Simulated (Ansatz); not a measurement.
The starting structures come from a database of crystals and need not be the phases stable at ambient conditions.

Given:

```xyz
12
Lattice="4.6462 0.0000 0.0000 0.0000 12.7267 0.0000 0.0000 6.3633 3.6739" Properties=species:S:1:pos:R:3 pbc="T T T"
Si     2.3231     0.0000     0.0000
Hg     0.0000     9.5450     1.8369
Hg     0.0000     3.1817     1.8369
Hg     0.0000    12.7267     3.6739
S      3.5893    14.8478     3.6739
S      1.0569    10.6056     3.6739
F      3.3004    11.3176     0.0000
F      1.3458     7.7723     3.6739
F      3.3004    13.4312     1.2202
F      1.3458     5.6588     2.4536
F      3.3004     7.0678     2.4536
F      1.3458    12.0222     1.2202
```

Space group of this cell: P-3m1. The cell was relaxed by PBE-D3(BJ); by r2SCAN its mean pressure is -1.7 GPa.

Transport runs along the normal of the first two printed cell vectors, the (110) plane of the conventional cell.

No gap correction and no spin-orbit coupling; mid-gap values are interpolated between computed energies.

Question: Compute, with Ansatz (a quantum-chemistry and plane-wave program) with r2SCAN, the band gap and the smallest decay constant κ at mid-gap.

Answer: Gap 3.42 eV on a 8×8×8 mesh; κ = 0.391 1/Å, at (0.500, 0.250) of the in-plane reciprocal vectors. At the zone centre, at the nearest computed energy, the slowest state has κ = 0.41 1/Å.
